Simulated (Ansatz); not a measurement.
Band structure of AlNi₃ (Pm-3m, 4 atoms in the cell).

```
AlNi3
1.0
    3.52587     0.00000     0.00000
    0.00000     3.52587     0.00000
    0.00000     0.00000     3.52587
Al Ni
1 3
Cartesian
  0.00000   0.00000   0.00000
  0.00000   1.76293   1.76293
  1.76293   0.00000   1.76293
  1.76293   1.76293   0.00000
```
Moments meant for the start (each program seeds them in its own way; μB, in the order of the atoms Al Ni Ni Ni): 0.0 2.0 2.0 2.0.

Method of the run: PBE, PAW files (plane waves; Ansatz, a first-principles code).

Settings: basis.ecutwfc = 420 eV; kpoints.mp_grid.grid = 8 8 8; hamiltonian.xc = pbe; hamiltonian.pseudopotentials = {kind: paw} (the program's default PAW files); magnetization.spin_polarized = true; scf.occupations.method = fermi_dirac; scf.occupations.width = 0.1 eV; kpoints.band_path.npoints = 8.

The starting cell comes from a database of computed structures (which also holds hypothetical and non-ambient phases and stackings), without a prior relaxation at this level. Its lattice was rescaled by a random factor within 2.5 % of one. The moments shrank to a small part of their start, a low-spin state that need not be the lowest. The program warned that a starting moment was not kept.

Levels in eV from the Fermi level, bands 25 to 32 of the first spin channel:
```json
[
 {"point": "Γ", "25": "-0.15", "26": "0.09", "27": "0.09", "28": "0.09", "29": "0.82", "30": "0.82", "31": "0.82", "32": "6.71"},
 {"point": "X", "25": "-1.15", "26": "-1.15", "27": "-0.99", "28": "-0.44", "29": "0.09", "30": "5.64", "31": "5.64", "32": "5.65"},
 {"point": "M", "25": "-1.28", "26": "-1.20", "27": "-0.92", "28": "-0.87", "29": "-0.55", "30": "0.98", "31": "0.98", "32": "8.26"},
 {"point": "R", "25": "-1.29", "26": "-1.03", "27": "-1.03", "28": "-0.30", "29": "-0.11", "30": "-0.11", "31": "-0.11", "32": "3.61"}
]
```

Bands cross the Fermi level along this path, so the cell is metallic at this level.

The net moment of the cell came out as 0.25 μB.

Keys are those of Ansatz 0.2.
